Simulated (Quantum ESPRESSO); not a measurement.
Quantum ESPRESSO run on a (100) slab of As (cut from a parent of space group no. 166; 12 atoms in the cell): self-consistent single point.

Computed with PBEsol, GBRV 1.5 ultrasoft (PBESOL) pseudopotentials (plane waves; Quantum ESPRESSO 7.5).

The change in words: lattice scaled in the plane by 0.97. Reference geometry:
```
As
1.0
    3.67935     0.00000     0.00000
    0.00000    10.88964     0.00000
    0.00000     0.00000    15.41960
As
12
Direct
  0.76191   0.22443   0.46485
  0.26190   0.10890   0.39456
  0.26190   0.55776   0.39456
  0.76191   0.44224   0.32426
  0.76191   0.89110   0.32426
  0.76191   0.77557   0.46485
  0.26190   0.22443   0.67574
  0.76191   0.10890   0.60544
  0.76191   0.55776   0.60544
  0.26190   0.44224   0.53515
  0.26190   0.89110   0.53515
  0.26190   0.77557   0.67574
```

Reference input (self-consistent single point, DFT, PBEsol, plane waves, GBRV 1.5 ultrasoft (PBESOL) pseudopotentials): ecutwfc = 40 Ry; ecutrho = 200 Ry; occupations = smearing; smearing = gauss; degauss = 0.0073499 Ry; potentials = {As: as_pbesol_v1.uspp.F.UPF}; K_POINTS = automatic 9 3 1 0 0 0; tefield = true; dipfield = true; edir = 3; emaxpos = 0.97; eopreg = 0.05. This run's input differs from it in these lines:

```diff
@@ -30,4 +30,4 @@
 CELL_PARAMETERS angstrom
-   3.679348000     0.000000000     0.000000000
-   0.000000000    10.889639000     0.000000000
+   3.568968000     0.000000000     0.000000000
+   0.000000000    10.562950000     0.000000000
    0.000000000     0.000000000    15.419600000
```

The program printed (abridged):

```
     Self-consistent Calculation

     iteration #  1     ecut=    40.00 Ry     beta= 0.30

     Threshold (ethr) on eigenvalues was too large:
     Diagonalizing with lowered threshold

     negative rho (up, down):  9.226E-05 0.000E+00

     Adding external electric field

     Computed dipole along edir(3) :
        Dipole               -0.0006 Ry au,         -0.0016 Debye
        Dipole field         -0.0000 Ry au,

        Potential amp.        0.0001 Ry
        Total length         27.6819 bohr

     total energy              =    -479.40055816 Ry
     estimated scf accuracy    <       0.07510317 Ry

   [... lines left out ...]
        Dipole field          0.0000 Ry au,

        Potential amp.       -0.0000 Ry
        Total length         27.6819 bohr

     total energy              =    -479.39957420 Ry
     estimated scf accuracy    <          3.6E-11 Ry

     iteration # 21     ecut=    40.00 Ry     beta= 0.30

     negative rho (up, down):  2.229E-04 0.000E+00

     Adding external electric field

     Computed dipole along edir(3) :
        Dipole                0.0001 Ry au,          0.0003 Debye
        Dipole field          0.0000 Ry au,

        Potential amp.       -0.0000 Ry
        Total length         27.6819 bohr
     End of self-consistent calculation

     the Fermi energy is     0.3618 ev

!    total energy              =    -479.39957420 Ry
     estimated scf accuracy    <          9.5E-12 Ry
     smearing contrib. (-TS)   =      -0.00226779 Ry
     internal energy E=F+TS    =    -479.39730641 Ry

     electric field correction =       0.00000000 Ry

     convergence has been achieved in  21 iterations

     negative rho (up, down):  2.229E-04 0.000E+00

     Forces acting on atoms (cartesian axes, Ry/au):

     atom    1 type  1   force =    -0.00000026    0.02344258   -0.01062376
     atom    2 type  1   force =    -0.00000003   -0.04015864   -0.03492929
     atom    3 type  1   force =    -0.00000014   -0.00171314   -0.01549261
     atom    4 type  1   force =     0.00000001   -0.01148043    0.00327208
   [... lines left out ...]
     atom    9 type  1   force =    -0.00000003    0.04015859    0.03492922
     atom   10 type  1   force =    -0.00000026   -0.02344251    0.01062370
     atom   11 type  1   force =    -0.00000005    0.01651290    0.03393578
     atom   12 type  1   force =     0.00000047   -0.00918433   -0.03180712

     Total force =     0.113146     Total SCF correction =     0.000005

   JOB DONE.
```

The run converged in 21 iterations. Against the reference run the free energy goes down by 35.7 meV/atom and the largest force goes from 1.028 to 1.368 eV/Å. The full log also holds: “c_bands:  1 eigenvalues not converged”.

The starting cell comes from a database of computed structures (which also holds hypothetical and non-ambient phases and stackings), without a prior relaxation at this level. The slab is cut from that crystal, and its faces are unrelaxed. Its lattice was rescaled in the plane by a random factor within 2.5 % of one. For this run, on top of that: lattice scaled in the plane by 0.97. Spin polarisation is off, though cut faces can carry moments; the slab shows no gap. Forces in this geometry exceed 1 eV/Å.

Cost on one core of a shared machine: roughly 5 min.
